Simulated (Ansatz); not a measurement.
Consider SrTiO₃ in the cubic perovskite structure (space group Pm-3m, No. 221; a = 3.891 Å). Axes: x, y, z lie along the cube axes.

All numbers come from PBEsol (Ansatz, a quantum-chemistry and plane-wave program, PAW, no spin-orbit coupling).

Now apply this change: a pure shear with ε_xy = ε_yx = -0.0227; the atoms relax in the strained cell.

Predict the stress tensor and what it implies for the stiffness.

Stress of the strained cell less that of the base (GPa, compression positive):
```
   0.19    5.21    0.00
   5.21    0.19    0.00
   0.00    0.00    0.12
```

Then −Δσ/γ with γ = 2ε = -0.0454 gives secant stiffness values (nonlinear terms included at this strain): C66 ≈ 115 GPa.

As a check, the harmonic strain energy −½ V₀ Δσ:ε is 8.7 meV/atom; the computed energy rise is 8.7 meV/atom.

Stability against distortions was not tested. The final runs are not spin-polarised. Many cubic perovskites are stable only at high temperature; tilts and polar distortions were not tested.
